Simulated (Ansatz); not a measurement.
## Ta5Si3: pressure series

Start from Ta5Si3 (space group I4/mcm, No. 140).

```
CELL_PARAMETERS angstrom
     -3.25176     3.25176     5.90702
      3.25176    -3.25176     5.90702
      3.25176     3.25176    -5.90702
ATOMIC_POSITIONS crystal
  Ta 0.01442 0.18504 0.50000
  Ta 0.98558 0.81496 0.50000
  Ta 0.18504 0.68504 0.17062
  Ta 0.81496 0.31496 0.82938
  Ta 0.68504 0.51442 0.50000
  Ta 0.31496 0.48558 0.50000
  Ta 0.51442 0.01442 0.82938
  Ta 0.48558 0.98558 0.17062
  Ta 0.50000 0.50000 0.00000
  Ta 0.00000 0.00000 0.00000
  Si 0.13020 0.63020 0.76040
  Si 0.86980 0.36980 0.23960
  Si 0.63020 0.86980 0.50000
  Si 0.36980 0.13020 0.50000
  Si 0.75000 0.75000 0.00000
  Si 0.25000 0.25000 0.00000
```

Cell and atoms are relaxed at each pressure.

Level of theory: PBEsol (Ansatz, a first-principles code), no SOC.

| P (GPa) | V (Å³/atom) |
|---|---|
| -1.99 | 15.755 |
| -0.99 | 15.684 |
| 0.29 | 15.595 |
| 0.70 | 15.568 |
| 1.49 | 15.515 |
| 2.99 | 15.417 |
| 4.99 | 15.292 |
| 7.49 | 15.142 |
| 9.99 | 15.000 |

Task: Fit a third-order Birch–Murnaghan equation of state.

Result: Least squares on P(V) = (3B₀/2)[(V₀/V)^(7/3) − (V₀/V)^(5/3)]·[1 + (3/4)(B₀′ − 4)((V₀/V)^(2/3) − 1)] gives V₀ = 15.62 Å³/atom, B₀ = 228 GPa and B₀′ = 4.2.

Load acts through the strain it causes; cell and atoms are relaxed under it. No phonon test of stability was made. Competing high-pressure phases were not computed. All final runs are without spin polarisation.
